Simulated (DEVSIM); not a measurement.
System: illuminated Si p-on-n cell, one wavelength, at 350 K.

Layer 1 from the left is Si, thickness (μm) 0.0960, Na (cm⁻³) 1e18, τn (s) 1.8e-7, τp (s) 1.9e-6, absorption coefficient (cm⁻¹) 5700. Layer 2 from the left is Si, thickness (μm) 250, Nd (cm⁻³) 2.5e15, τn (s) 1.3e-5, τp (s) 1.3e-5, absorption coefficient (cm⁻¹) 5700.

Left contact: ohmic, minority electron recombination velocity 5000 cm/s. Right contact: ohmic, minority hole recombination velocity 4000 cm/s. Voltage is applied to the left contact. Recombination: SRH at mid-gap, radiative, Auger. Light enters at the left, 2.3e16 photons cm⁻² s⁻¹, one pass, no reflection. Mobility is constant in doping.

This is a model device: material constants are rounded textbook-type values typed into the input, and sizes, dopings and lifetimes were drawn at random. Values at 300 K; Nc and Nv go as T^1.5, mobilities as T to minus their exponent, the gap by Varshni's rule with the affinity fixed.

Si: gap (eV) 1.124, affinity (eV) 4.05, permittivity 11.7, Nc (cm⁻³) 2.86e19, Nv (cm⁻³) 3.1e19, μn (cm²/Vs) 1417, μp (cm²/Vs) 470, T exponent of μn 2.3, T exponent of μp 2.2, B (cm³/s) 4.7e-15, Cn (cm⁶/s) 2.8e-31, Cp (cm⁶/s) 9.9e-32, Varshni α (eV/K) 0.000473, Varshni β (K) 636.

DEVSIM, 1D drift-diffusion, Boltzmann statistics, complete ionisation; no tunnelling, impact ionisation, image-force lowering or self-heating.

Dark forward current:

```csv
|V| (V),|J| (A/cm²)
0.05,6.147e-8
0.10,3.070e-7
0.15,1.429e-6
0.20,6.914e-6
0.25,3.470e-5
0.30,0.0001778
0.35,0.0009199
0.40,0.004732
0.45,0.02320
0.50,0.09703
0.55,0.3174
0.60,0.8646
0.65,2.136
0.70,4.963
0.75,10.88
0.80,22.12
0.85,41.11
0.90,69.62
0.95,108.4
1.00,157.5
1.05,216.3
1.10,284.1
1.15,360.1
1.20,443.4
1.25,533.5
1.30,629.7
```

Q: Work out the local ideality factor n = ΔV / (kT/q · ln(J2/J1)) between the rows 0.15 and 0.20 V, 0.30 and 0.35 V, 1.25 and 1.30 V.

A: kT/q = 30.16 mV. From 0.15 to 0.20 V: ln(6.914e-6/1.429e-6) = 1.577, n = 1.05, near the 1 of diffusion or emission over a barrier. From 0.30 to 0.35 V: ln(0.0009199/0.0001778) = 1.644, n = 1.01, near the 1 of diffusion or emission over a barrier. From 1.25 to 1.30 V: ln(629.7/533.5) = 0.166, n = 10.00.

Q: What current could the absorbed light give at most, and what share is collected?

A: Σ αd = 143, so qΦ(1 − exp(−Σ αd)) = 3.69 mA/cm². The simulated short-circuit current is 3.646 mA/cm², a share of 0.99.

Q: Estimate the open-circuit voltage by superposition: the voltage at which the dark current equals that short-circuit current.

A: Interpolating ln J in the table gives 0.392 V. The simulation gives 0.392 V, the same within the digits that matter. Superposition holds where collection doesn't change with voltage.

Q: Estimate the fill factor from FF0 = (v − ln(v + 0.72))/(v + 1), v = qVoc/(nkT), with n from the dark curve.

A: The rows about Voc, 0.35 and 0.40 V, give n = 1.01, so v = 12.8 and FF0 = 0.739. The simulation gives 0.740, the same within the digits that matter.
